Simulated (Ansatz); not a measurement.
How the lattice parameter a of ScBeNO (model structure, started from the AlSiCN type, P3m1, No. 156, 4 atoms in the cell) moves with the method

No measured value is used here.

```csv
level (code),value (Å)
LDA (Ansatz),3.237
PBE (Ansatz),3.282
PBEsol (Ansatz),3.264
PBE-D3(BJ) (Ansatz),3.248
r²SCAN (Ansatz),3.279
r²SCAN+rVV10 (Ansatz),3.273
```

Cutoffs differ between the levels. Ansatz's density-functional and Hartree–Fock values are scalar-relativistic unless marked +SOC, with PAW data made under PBE.

A model structure was made by putting elements into a prototype or built by hand; it is no filed structure, need not be a known phase, and can be a saddle point held by its symmetry.

Ansatz is a quantum-chemistry and plane-wave program.
